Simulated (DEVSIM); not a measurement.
Model (solved in DEVSIM): 1D drift-diffusion, Boltzmann statistics, complete ionisation; no tunnelling, impact ionisation, image-force lowering or self-heating. Metal contacts follow the ideal Schottky-Mott rule: no Fermi-level pinning, no interface dipoles.

Device: Schottky contact on n-type In0.53Ga0.47As, at 300 K.

| layer (left to right) | material | thickness (μm) | Nd (cm⁻³) | τn (s) | τp (s) |
|---|---|---|---|---|---|
| 1 | In0.53Ga0.47As | 0.420 | 5.4e15 | 3.6e-10 | 3.6e-10 |

Left contact: Schottky, work function 5.02 eV, emission velocity 3.8e6 cm/s. Right contact: ohmic. Voltage is applied to the left contact. Recombination: SRH at mid-gap, Auger. Mobility is constant in doping. Where it depends on doping, it is μmin + (μ − μmin)/(1 + (N/Nref)^α).

The device is made up for the run: typed textbook-type constants, with dimensions and the other settings drawn at random. Values at 300 K. The table also holds parameters that only a changed run uses.

| parameter | In0.53Ga0.47As |
|---|---|
| gap (eV) | 0.74 |
| affinity (eV) | 4.51 |
| permittivity | 13.9 |
| Nc (cm⁻³) | 2.1e17 |
| Nv (cm⁻³) | 7.7e18 |
| μn (cm²/Vs) | 12000 |
| μp (cm²/Vs) | 300 |
| μn,min | 300 |
| μp,min | 10 |
| Nref,n | 1.3e17 |
| Nref,p | 4.9e17 |
| αn | 0.48 |
| αp | 0.4 |
| Cn (cm⁶/s) | 5e-29 |
| Cp (cm⁶/s) | 5e-29 |

One input was changed, with this effect: potential step across the device at zero bias 0.415 → 0.365 V; dark forward voltage at 1 A/cm² 0.204 → 0.156 V; largest field in the device at zero bias 24000 → 22000 V/cm; dark forward voltage at 100 A/cm² 0.326 → 0.277 V.

Q: Which change was it?
A. metal work function 5.02 → 4.87 eV
B. metal work function 5.02 → 4.97 eV
C. doping-dependent mobility in place of the constant one
D. Auger recombination switched off

A: B, metal work function 5.02 → 4.97 eV
